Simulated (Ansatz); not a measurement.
Band structure of Ti₂C (R-3m, 3 atoms in the cell).

```
Ti2C
1.0
    1.52098     0.87814     4.75215
   -1.52098     0.87814     4.75215
    0.00000    -1.75628     4.75215
Ti C
2 1
Direct
  0.24550   0.24550   0.24550
  0.75450   0.75450   0.75450
  0.50000   0.50000   0.50000
```

Method: PBEsol, PAW files made with PBE (plane waves; Ansatz, a first-principles code).

Settings: basis.ecutwfc = 420 eV; kpoints.mp_grid.grid = 13 13 13; hamiltonian.xc = pbesol; hamiltonian.pseudopotentials = {kind: paw} (an earlier, softer set of the program's PAW files); scf.occupations.method = fermi_dirac; scf.occupations.width = 0.136 eV; kpoints.band_path.path = [[0.0, 0.0, 0.0], [0.5, 0.0, 0.0], [0.5, 0.1894309, -0.1894309]]; kpoints.band_path.npoints = 8.

The starting cell comes from a database of computed structures (which also holds hypothetical and non-ambient phases and stackings), without a prior relaxation at this level. Its lattice was rescaled by a random factor within 2.5 % of one. Spin polarisation is off.

Levels in eV from the Fermi level, bands 11 to 17:
```csv
point,11,12,13,14,15,16,17
Γ,-2.61,-2.61,-1.94,0.53,0.53,1.09,2.08
L,-3.05,-2.47,-1.31,-0.94,0.19,1.98,2.87
B1,-3.89,-2.83,-0.96,-0.53,0.60,1.34,2.53
```

Bands cross the Fermi level along this path, so the cell is metallic at this level.

Keys are those of Ansatz 0.2.
